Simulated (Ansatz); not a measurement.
# Several settings converged on LuAu (Pm-3m, 2 atoms in the cell)

```
CELL_PARAMETERS angstrom
      3.51413     0.00000     0.00000
      0.00000     3.51413     0.00000
      0.00000     0.00000     3.51413
ATOMIC_POSITIONS crystal
  Lu 0.50000 0.50000 0.50000
  Au 0.00000 0.00000 0.00000
```

Base method: LDA (PW92), default PAW files made with PBE (plane waves; Ansatz, an electronic-structure program).

Base settings: basis.ecutwfc = 420 eV; kpoints.mp_grid.grid = 9 9 9; hamiltonian.xc = lda; hamiltonian.pseudopotentials = {kind: paw} (the program's default PAW files); scf.occupations.method = fermi_dirac; scf.occupations.width = 0.1 eV.

Core times come from one kind of shared machine, to one figure; runs under 30 s give none.

**Zone-centre phonons against the mesh**

In this ladder: phonons.method = dfpt.

Frequencies are those of the unrelaxed cell, without the LO-TO term of polar crystals.

Only quantities that move along the ladder and can be compared are tabulated.

```csv
kpoints.mp_grid.grid,highest zone-centre frequency (cm⁻¹)
3 3 3,72.0
5 5 5,74.3
7 7 7,70.6
21 21 21,73.0
```

Coarsest kpoints.mp_grid.grid that holds the highest zone-centre frequency within 2 cm⁻¹: not settled: the last two steps still differ by 2.4 cm⁻¹, over half the tolerance, so the ladder does not show it.

**The q mesh of the phonons**

In this ladder: kpoints.mp_grid.grid = 12 12 12; phonons.method = dfpt.

Only quantities that move along the ladder and can be compared are tabulated.

Thermal sums run over frequencies interpolated from this q mesh.

```csv
phonons.qmesh,zero-point energy (meV/atom),vibrational free energy at 300 K (meV/atom),core time / last (rough)
1 1 1,9.50,-110.89,0.03
2 2 2,11.63,-101.73,0.2
3 3 3,11.97,-98.21,1
```

Coarsest phonons.qmesh that holds the vibrational free energy at 300 K within 2 meV/atom: not settled: the last two steps still differ by 3.5 meV/atom, over half the tolerance, so the ladder does not show it.

Coarsest phonons.qmesh that holds the zero-point energy within 1 meV/atom of the last step, with all finer ones: 2 2 2, at about 0.2 of the last step's time; the step before is off by 2.5 meV/atom.

On the base run: the starting cell comes from a database of computed structures (which also holds hypothetical and non-ambient phases and stackings), without a prior relaxation at this level. Its lattice was rescaled by up to half a per cent. In the base run, with a pressure of about -7 GPa the cell is away from its equilibrium volume at this level.

Keys are those of Ansatz 0.2.
